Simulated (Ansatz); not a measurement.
Base system: PbSe in the rock salt structure (space group Fm-3m, No. 225; a = 6.1780 Å).

Calculations: r2SCAN (Ansatz, a program for electronic structure, PAW, no spin-orbit coupling).

Before the change:

| Item | Value |
|---|---|
| Width of the top valence band | 3.20 eV |
| Hole mass | 0.24 mₑ along k, 0.11 mₑ across (at L) |
| Band gap | 0.67 eV |

Modification: cell and atoms relaxed at a pressure of 9 GPa.

**Question.** Predict the new width of the top valence band, hole mass and band gap.

**Answer.** The width of the top valence band grows by 1.085 eV (3.20 eV → 4.29 eV); the hole mass goes from 0.24 mₑ along k, 0.11 mₑ across (at L) to 0.057 mₑ along k, 0.068 mₑ across (at L); the band gap falls by 0.52 eV to 0.15 eV.

With Pb present, leaving out spin-orbit coupling can change the band edges. Load acts through the strain it causes; cell and atoms are relaxed under it. Masses are band curvatures over ±0.01 Å⁻¹ around the edge. Along k means along the line from Γ to the band edge. Stability against distortions was not tested. No other phases were tried under pressure. The zero or small gap of PbSe under pressure 9 GPa can change with the level of theory.
